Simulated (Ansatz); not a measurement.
Structures of equal composition on the (111) surface of fcc Ag: a layer of Si in place of the second plane; a layer of Si in place of the third plane. The slabs share one bottom face, and each structure is named by its start. These are constructed structures in small cells; real faces may alloy, dewet or reconstruct in larger ones, and not all known structures of the face are among them. Slabs of about 12 Å, Fermi-Dirac smearing of 0.1 eV. Bottom of the slabs: a bare face, its two planes held. Relaxed from the named starts with such symmetry as they have, on meshes of like density; energies extrapolated to zero smearing; spin only where a row says so; no spin-orbit coupling, no U. Brackets mark spin-polarised runs, whose order is one that fits the cell.

These are PBE (plane waves to 420 eV, PAW; Ansatz, a first-principles code) values and carry that method's errors.

**Question.** Rank these by energy per 1x1 cell (lowest first), as PBE gives it.

**Answer.** a layer of Si in place of the third plane (0.000 eV), a layer of Si in place of the second plane (0.049 eV)
